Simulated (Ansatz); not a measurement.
SnSe (model structure, within 0.1 Å of Fm-3m, No. 225, 4 atoms in the cell) was calculated with PBEsol (Ansatz, a quantum-chemistry and plane-wave program, PAW).

Numerical settings: plane-wave cutoff 500 eV, 10×10×6 k mesh (along the axes of the cell as run), Fermi–Dirac smearing 0.05 eV, scalar-relativistic PAW data made under PBE.

Cell (relaxed at this level):

```yaml
crystal:
  lattice:
    - [3.63334, -2.10329, -0.27216]
    - [3.63334, 2.10329, -0.27216]
    - [-1.90655, 0.00000, 7.03270]
  atoms:
    - { symbol: Sn, position: [0.00000, 0.50000, 0.00000] }
    - { symbol: Sn, position: [0.50000, 0.00000, 0.50000] }
    - { symbol: Se, position: [0.75000, 0.25000, 0.25000] }
    - { symbol: Se, position: [0.25000, 0.75000, 0.75000] }
```

**Question.** Predict the band gap.

**Answer.** 
- band gap: 0.27 eV (on the SCF k mesh)

Spin–orbit coupling is not included.

Static lattice: no zero-point or thermal effects.

It cost very roughly 6 core-minutes of CPU time.

A model structure was made by putting elements into a prototype or built by hand; it is no filed structure, need not be a known phase, and can be a saddle point held by its symmetry.
